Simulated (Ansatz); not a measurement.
The reference is C in the diamond structure (space group Fd-3m, No. 227; a = 3.560 Å). Axes: x, y, z lie along the cube axes.

Level of theory: Ansatz (an electronic-structure program), r2SCAN, PAW, cutoff 500 eV, no SOC.

One thing is altered: uniaxial strain ε_zz = −1.00 %, all other strain components held at zero; the atoms relax in the strained cell.

Q: Predict the stress tensor and what it implies for the stiffness.

A: Stress of the strained cell less that of the base (GPa, compression positive):
```
   1.29    0.00    0.00
   0.00    1.29    0.00
   0.00    0.00   11.27
```

Then −Δσ_ii/ε with ε = -0.0100 gives relaxed-ion elastic constants: C33 ≈ 1130 GPa, C13 ≈ 129 GPa and C23 ≈ 129 GPa.

Whether these cells are dynamically stable was not tested.
